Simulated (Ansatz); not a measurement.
**Response to strain in AlN**

The reference is AlN in the wurtzite structure (space group P6_3mc, No. 186; a = 3.089 Å, c = 4.943 Å). Axes: x lies along a and z along c of the hexagonal cell.

Strains are applied to the cell and any free atomic positions relax.

Computed with Ansatz (an electronic-structure program) LDA, spin-orbit coupling left out.

Notes on the quantities. energy relative to the base: free energy F.

```csv
uniaxial strain ε_xx (%),energy relative to the base (meV/atom)
0,0.0
0.6,0.5
1.2,1.8
1.8,?
2.4,7.0
3,10.9
```

Problem. Fit ΔE = Aε² + Bε³ (ε in %) to the rows shown and predict the withheld row.

Solution. Least squares on the printed values gives A = 1.26 and B = -0.016 meV/atom (largest residual 0.1 meV/atom); this predicts 4.0 meV/atom, and the run gives 4.0 meV/atom, in agreement.

Stability against distortions was not tested.
